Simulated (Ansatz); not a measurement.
Consider SiC (space group P6_422, No. 181; a = 3.0850 Å, c = 7.0617 Å; a hypothetical phase, not in the database extracts checked). Axes: x lies along a and z along c of the hexagonal cell.

(Cell as relaxed with PBE.)

Levels (all Ansatz, a quantum-chemistry and plane-wave program, PAW): PBE (420 eV, no spin-orbit coupling); PBEsol (420 eV, without spin-orbit coupling).

Each level relaxes its own structure.

| base | PBE | PBEsol |
|---|---|---|
| volume per atom | 9.70 Å³ | 9.54 Å³ |
| lattice parameter a | 3.085 Å | 3.066 Å |
| band gap | 0.87 eV | 0.77 eV |

Modification: tensile biaxial strain of 3.65 % in the plane normal to [001], as in epitaxy on a mismatched substrate; the out-of-plane cell vector and the atoms relax.

| quantity | PBE | PBEsol |
|---|---|---|
| band gap | 0.98 eV | … |
| out-of-plane strain | -1.21 % | … |
| gap character | indirect, Γ → M | … |
| smallest direct gap | 2.47 eV | … |
| pressure (mean of the normal stresses, compression positive) | -10.36 GPa | … |

**Question.** Predict the PBEsol column.

**Answer.** 
- band gap, PBEsol: 0.89 eV
- out-of-plane strain, PBEsol: -1.31 %
- gap character, PBEsol: indirect, Γ → M
- smallest direct gap, PBEsol: 2.45 eV
- pressure (mean of the normal stresses, compression positive), PBEsol: -10.68 GPa

PBE's band gap lies 0.084 eV above PBEsol's; PBE's out-of-plane strain lies 0.10 % above PBEsol's; PBE's smallest direct gap lies 0.02 eV above PBEsol's; PBE's pressure lies 0.32 GPa above PBEsol's; the two agree on the gap character. Neither level is exact; PBEsol is the comparison here, not a measurement.

No phonon test of stability was made. The base started in P3_121 and relaxed to P6_422 at this level.
